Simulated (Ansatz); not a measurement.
CoBi in the CsCl type structure (space group Pm-3m, No. 221; ferromagnetic; a hypothetical phase, not in the database extracts checked)

CoBi is taken in the cubic space group Pm-3m (No. 221), the CsCl type structure, Pearson symbol cP2. Conventional cell: a = b = c = 3.307 Å, α = β = γ = 90.00°. Co on 1a has 8 Bi at 2.864 Å and 6 Co at 3.307 Å. Bi on 1b has 8 Co at 2.864 Å and 6 Bi at 3.307 Å. (Neighbours: up to the widest gap in distance over summed covalent radii, below 1.35, at either atom.)

Level of theory: PBEsol (Ansatz, a first-principles code, PAW, no SOC). Settings: 14×14×14 k-points, 0.05 eV Fermi–Dirac smearing.

| Item | Result |
|---|---|
| Volume per atom | 18.08 Å³ |
| Density | 12.30 g/cm³ |
| Band gap | zero |
| Magnetic state | ferromagnetic |
| Total energy | -8666.968 eV/atom (σ→0; compares only within this code and set-up) |

Other magnetic orders, which the real material may have, were not ruled out. No phonon test of stability was made.
